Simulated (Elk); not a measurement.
Worked example: self-consistent single point of HfC (I4mm, 2 atoms in the cell) in Elk.

Method of the run: LDA (PW92), all-electron FP-LAPW, Elk's shipped species files, APW+lo basis with extra local orbitals (Elk).

```
HfC
1.0
    0.00000     2.33160     2.33160
    2.33160     0.00000     2.33160
    2.33160     2.33160     0.00000
Hf C
1 1
Direct
  0.01072   0.01072   0.98928
  0.50000   0.50000   0.50000
```

Reference input (self-consistent single point, DFT, LDA (PW92), all-electron FP-LAPW, Elk's shipped species files, APW+lo basis with extra local orbitals): xctype = 3; rgkmax = 7.5; stype = 3; swidth = 0.00367493 Ha; ngridk = 6 6 6; tforce = true; gmaxvr = 18 1/bohr; lmaxapw = 10; lmaxo = 8; nxlo = 2; lorbcnd = true; lradstp = 2. This run's input differs from it in these lines:

```diff
@@ -43,3 +43,3 @@
 swidth
-  0.00367493
+  0.0110248
```

Log, with long lists cut:

```
│ Self-consistent loop started │
│ Loop number : 1 │
 total energy                :     -15116.4976556
│ Loop number : 2 │
 total energy                :     -15117.1554940
RMS change in Kohn-Sham potential (target) :   0.2312957434     (  0.1000000000E-05)
Absolute change in total energy (target)   :   0.6578383625     (  0.1000000000E-03)
│ Loop number : 3 │
 total energy                :     -15120.3494836
RMS change in Kohn-Sham potential (target) :   0.1776962823     (  0.1000000000E-05)
Absolute change in total energy (target)   :    3.358449181     (  0.1000000000E-03)
│ Loop number : 4 │
   [... lines left out ...]
Absolute change in total energy (target)   :   0.1926550463E-02 (  0.1000000000E-03)
│ Loop number : 14 │
 total energy                :     -15126.7043321
RMS change in Kohn-Sham potential (target) :   0.3946332872E-06 (  0.1000000000E-05)
Absolute change in total energy (target)   :   0.4006064428E-03 (  0.1000000000E-03)
│ Loop number : 15 │
 total energy                :     -15126.7043238
RMS change in Kohn-Sham potential (target) :   0.8242523621E-07 (  0.1000000000E-05)
Absolute change in total energy (target)   :   0.9178379878E-04 (  0.1000000000E-03)
Convergence targets achieved

│ Loop number : 16 │

Energies :
 Fermi                       :     0.427115075063
 total energy                :     -15126.7043250

Density of states at Fermi energy :    10.21823968
 (states/Hartree/unit cell)

Estimated indirect band gap :   0.8215666763E-02
 from k-point     46 to k-point      7
Estimated direct band gap   :   0.1757980792E-01
 at k-point     21

Charges :
 core                        :    48.00000000
 valence                     :    30.00000000
 interstitial                :    3.664071227
 muffin-tins (core leakage)
  species :    1 (Hf)
   atom    1                 :    69.72099411     (  0.4512365173E-05)
  species :    2 (C)
   atom    1                 :    4.614934663     (  0.2629626363E-04)
 total in muffin-tins        :    74.33592877
   [... lines left out ...]
   total force               :     0.00000000    0.00000000   -0.00686772
   total magnitude           :     0.00686772
 species :    2 (C)
  atom :    1
   Hellmann-Feynman          :     0.00000000   -0.00000000    0.00320039
   IBS                       :    -0.00000000    0.00000000    0.00366732
   total force               :     0.00000000    0.00000000    0.00686772
   total magnitude           :     0.00686772
```

The run converged in 16 iterations. The count includes the last loop, which Elk runs after its targets are met. Against the reference run the free energy falls by 24.3 meV/atom.

The starting cell has typed, rounded lattice constants, without a prior relaxation at this level. Its lattice was rescaled by up to half a per cent. One atom was moved a little off its site on purpose. Spin-orbit coupling is off. Values depend on the basis (sphere radii, cutoffs, local orbitals), which need not be converged. The log's line on a gap gives a spacing of levels on this mesh, which the program prints for metals too.

Cost on one core of a shared machine: roughly 60 s.
